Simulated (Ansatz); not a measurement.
A self-consistent single point of ZrAu (P4mm, 2 atoms in the cell) with Ansatz (a quantum-chemistry and plane-wave program).

Level of theory: PBEsol, harder PAW files (source: ansatz) made with PBE (plane waves; Ansatz).

```
ZrAu
1.0
    3.15616     0.00000     0.00000
    0.00000     3.15616     0.00000
    0.00000     0.00000     3.90579
Zr Au
1 1
Direct
  0.00000   0.00000   0.01280
  0.50000   0.50000   0.50000
```

Reference input (self-consistent single point, DFT, PBEsol, plane waves, default PAW files made with PBE): basis.ecutwfc = 30.9 Ry; kpoints.mp_grid.grid = 10 10 9; hamiltonian.xc = pbesol; hamiltonian.pseudopotentials = {kind: paw} (the program's default PAW files); scf.occupations.method = gaussian; scf.occupations.width = 0.0073 Ry. This run's input differs from it in these lines:

Ansatz 0.2 input:
```diff
@@ -9,3 +9,3 @@
 basis:
-  ecutwfc: 30.9 Ry
+  ecutwfc: 68.0 Ry
 kpoints:
@@ -17,2 +17,3 @@
     kind: paw
+    source: ansatz
 scf:
```

Output, abridged:

```
SCF iter   1: F=—  HF=-17179.727569 eV  |F-HF|=—  |Δ(HF+E_count)|=         —  Δρ=3.63e-1  dr2=1.06e2  ethr=3.10e-3  ⟨swp⟩=4.4  Hψ=7869  notcnv=0
all-band conjugate gradients solve this SCF's bands
preconditioner: auto → Kerker (q_TF=auto, 2.627 Å⁻¹)
SCF iter   2: F=—  HF=-17171.428204 eV  |F-HF|=—  |Δ(HF+E_count)|=    8.30e0  Δρ=1.81e-1  dr2=2.66e1  ethr=3.10e-3  ⟨swp⟩=2.7  Hψ=5036  notcnv=0  defer=37
   [... lines left out ...]
SCF iter   6: F=—  HF=-17168.053339 eV  |F-HF|=—  |Δ(HF+E_count)|=   2.26e-3  Δρ=4.98e-4  dr2=8.18e-5  ethr=3.52e-5  ⟨swp⟩=2.0  Hψ=2727  notcnv=0  defer=17
SCF iter   7: F=—  HF=-17168.053362 eV  |F-HF|=—  |Δ(HF+E_count)|=   2.29e-5  Δρ=2.48e-4  dr2=3.85e-5  ethr=2.64e-7  ⟨swp⟩=3.0  Hψ=3962  notcnv=0  defer=17
SCF iter   8: F=—  HF=-17168.053352 eV  |F-HF|=—  |Δ(HF+E_count)|=   9.61e-6  Δρ=2.97e-5  dr2=4.29e-7  ethr=1.24e-7  ⟨swp⟩=2.1  Hψ=3007  notcnv=0  defer=17
SCF iter   9: F=-17168.053352 eV  HF=-17168.053352 eV  |F-HF|=7.05e-8  |Δ(HF+E_count)|=   2.65e-8  Δρ=1.17e-5  dr2=9.14e-8  ethr=3.23e-10  ⟨swp⟩=9.1  Hψ=12443  notcnv=0
SCF 1 converged in 9 iterations: F = -17168.053352 eV  dr2 = 9.14e-8
Free energy (F): -17168.053352 eV
Internal energy: -17168.042580 eV  (E = F + TS)
E sigma→0 (E₀):  -17168.047966 eV
Entropy (-TS):   -0.010772 eV (-5.386 meV/atom)
Fermi energy:    17.555999 eV
--- Forces (eV/Å), atoms counted from 1 ---
  atom   1  Zr    -0.00000000     0.00000000    -0.24024569
  atom   2  Au    -0.00000000     0.00000000     0.24018711
--- Stress (GPa, compression-positive) ---
       -2.769333       0.000000      -0.000000
        0.000000      -2.769333       0.000000
       -0.000000       0.000000      -1.983749
  P = ⅓ Tr σ = -2.5075 GPa (-25.075 kbar)
  The stress holds the Pulay correction. Without it, at fixed plane waves, as pw.x and ABINIT print it: P = -2.5117 GPa
```

The run converged in 9 iterations. Against the reference run the pressure hardly changes (-2.53 to -2.51 GPa) and the largest force stays at 0.240 eV/Å.

The starting cell comes from a database of computed structures (which also holds hypothetical and non-ambient phases and stackings), without a prior relaxation at this level. Its lattice was rescaled by up to half a per cent. One atom was moved a little off its site on purpose. Ansatz's pressure includes its estimate of the finite-basis (Pulay) stress.
